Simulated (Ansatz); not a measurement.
The reference is MgO in the rock salt structure (space group Fm-3m, No. 225; a = 4.214 Å).

The values are results of PBEsol/PAW in Ansatz (a quantum-chemistry and plane-wave program), no spin-orbit coupling, not measurements.

For the base:

The hole mass comes out as 0.38, 2.1, 2.1 mₑ (at Γ). The band gap comes out as 4.62 eV. The electron mass is 0.34 mₑ (at Γ) and the pressure is 0.00 GPa.

The change: the cell is scaled by 0.9538 in all directions, atoms relaxed at fixed cell.

**Question.** Estimate the effect on the energy relative to the base, hole mass, band gap, electron mass and pressure.

**Answer.** The energy goes up by 102 meV/atom; the hole mass (degenerate bands, along [100]) goes from 0.38, 2.1, 2.1 mₑ (at Γ) to 0.42, 1.9, 1.9 mₑ (at Γ); the band gap increases by 1.49 eV (4.62 eV → 6.11 eV); the electron mass becomes 0.39 mₑ (at Γ) (base: 0.34 mₑ (at Γ)); the pressure goes from zero to 29.95 GPa.

The cells carry an imposed strain or load. Effective masses come from finite differences of ±0.01 Å⁻¹. No phonon test of stability was made. The base started in Pnma and relaxed to Fm-3m at this level.
